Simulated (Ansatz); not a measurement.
# What isotropic strain +1.17 % does to AlN

Start from AlN in the wurtzite structure (space group P6_3mc, No. 186; a = 3.130 Å, c = 5.017 Å).

The change: every lattice vector is stretched by 1.17 %, atoms relaxed at fixed cell.

All numbers come from PBE (Ansatz, a quantum-chemistry and plane-wave program; PAW; 420 eV plane waves; no spin-orbit coupling), earlier PAW set. k-mesh 12×12×7 (Γ-centred); smearing 0.05 eV (Fermi–Dirac).

Shortest interatomic distance: 1.925 Å (base 1.902 Å)
Energy relative to the base (free energy F): +7.7 meV/atom
Pressure (mean of the normal stresses, compression positive): -6.31 GPa (base 0.00 GPa)
Band gap: 3.74 eV (base 4.04 eV)
Gap character: direct at Γ (base direct at Γ)
Mean gap deformation potential ΔEg/Δln V: -8.5 eV
Electron mass: 0.27 mₑ along c, 0.28 mₑ across (at Γ)
Valence-band top at Γ (three highest levels, from the VBM): 0.00, -0.19, -0.19 eV (base 0.00, -0.20, -0.20 eV)

Effective masses come from finite differences of ±0.01 Å⁻¹. No phonon test of stability was made.
